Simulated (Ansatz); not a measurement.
Worked calculations on one periodic cell of amorphous Si₂₄O₅₁Al₂: Si24O51Al2, 77 atoms, volume 1179.5 Å³, made by a melt-quench on the CHGNet potential and relaxed with DFT. O atoms were pushed apart under 1.9 Å during the dynamics, to hinder bonds among them. It is a model cell: composition and starting density were chosen by hand, and all elements were melted together. Cycles of charging were run to anneal it. Calculation: PBE, scalar-relativistic without spin-orbit coupling (plane waves to 420 eV, PAW; Ansatz, a first-principles code). Sampling: a 2×2×2 Γ-centred mesh; Fermi-Dirac width 0.02 eV; no spin polarisation. Its volume was relaxed, its shape was free, and it stands at a mean pressure of 0.0 GPa with stress components up to 0.1 GPa; the relaxation ran on the zone centre alone. Its density went from a set 2.24 to 2.17 g/cm³. The cell is small and was quenched far faster than a real film, so it is one sample of the glass.

Question: Count formal charges (Si +4, O -2, Al +3). What does the count lead one to expect at the Fermi level, and what does the calculation give?

Answer: 24 × (+4) + 51 × (-2) + 2 × (+3) = 0. The charges balance, so the anion-derived valence states can be full and a gap can open. On this mesh the highest filled and lowest empty level lie 4.61 eV apart, the PBE gap of this cell, with a localised state at one edge or both.

Four energies for an added electron at PBE on the zone centre alone (charged cells in a uniform background, spin-polarised): neutral at the neutral geometry -45354.960 eV; charged at the neutral geometry -45348.968 eV; charged and relaxed -45348.996 eV; neutral at the charged geometry -45354.924 eV.

Question: Find the two relaxation energies and their sum, the reorganisation energy.

Answer: On charging: -45348.968 − (-45348.996) = 0.028 eV. On discharging: -45354.924 − (-45354.960) = 0.036 eV. The sum is 0.064 eV. The carrier's level spreads over 60 of the 77 atoms' worth, more than a fifth of the atoms or a third of the atoms of its main element (six at least), and the sum is small, so it counts as a band carrier, whose relaxation energy shrinks as the cell grows. PBE's self-interaction favours spread-out carriers, so a hybrid can localise more.

Four energies for a hole at PBE on the zone centre alone (charged cells in a uniform background, spin-polarised): neutral at the neutral geometry -45354.960 eV; charged at the neutral geometry -45355.978 eV; charged and relaxed -45356.197 eV; neutral at the charged geometry -45354.550 eV.

Question: Find the two relaxation energies and their sum, the reorganisation energy.

Answer: On charging: -45355.978 − (-45356.197) = 0.219 eV. On discharging: -45354.550 − (-45354.960) = 0.410 eV. The sum is 0.629 eV. The carrier's level spreads over 7 of the 77 atoms' worth, so it counts as partly localised, most on one O atom with neighbours Si 1.59 Å, Al 1.74 Å (neutral geometry). The values are uncorrected: the image energy of a point charge in this cell, 2.84 × 14.40 / (2 × 10.6) = 1.9 eV before screening, is screened by electrons alone at the fixed geometry and by ions too after relaxing, and the carrier can be spread before it relaxes, so each term can be off by up to that value times 1/ε∞, some tenths of an eV. PBE's self-interaction favours spread-out carriers, so a hybrid can localise more.
